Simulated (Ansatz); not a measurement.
Consider In-vacancy pair (In on one host Al site, one Al site vacant) in wurtzite AlN, charge state -3. Calculation: PBE, PAW (plane waves to 420 eV; Ansatz, a first-principles code).

72-site cell at the relaxed PBE lattice, the Γ point alone, smearing 0.01 eV, spin-restricted, no finite-size correction. Energies are static. The charge state is imposed; whether it is stable for some Fermi level was not computed. Forms of the defect that were not tried may lie lower.

Barriers: single points on a 2×2×2 k-point mesh shifted by half a step along c at the bands' geometries (they differ from the bands' own by up to 0.19 eV, and are uncertain by about as much).

The step: one Al atom jumps into the vacancy from a nearby Al site (In-vacancy distance between ideal sites 3.09 → 5.40 Å); the atom moves 3.01 Å along (0.96, 0.01, 0.02) of the unit cell; the moving atom starts with neighbours N at 1.80, 2 N at 1.91, N at 1.94 Å and ends with N at 1.80, N at 1.89, 2 N at 1.92 Å.

**Question.** Predict the migration barrier of this step from PBE, PAW.

**Answer.** 2.18 eV forward and 2.15 eV backward. At the saddle the moving atom has neighbours N at 1.78, N at 2.13, N at 2.20, N at 2.24, N at 2.26 Å. The saddle point's order was not checked.
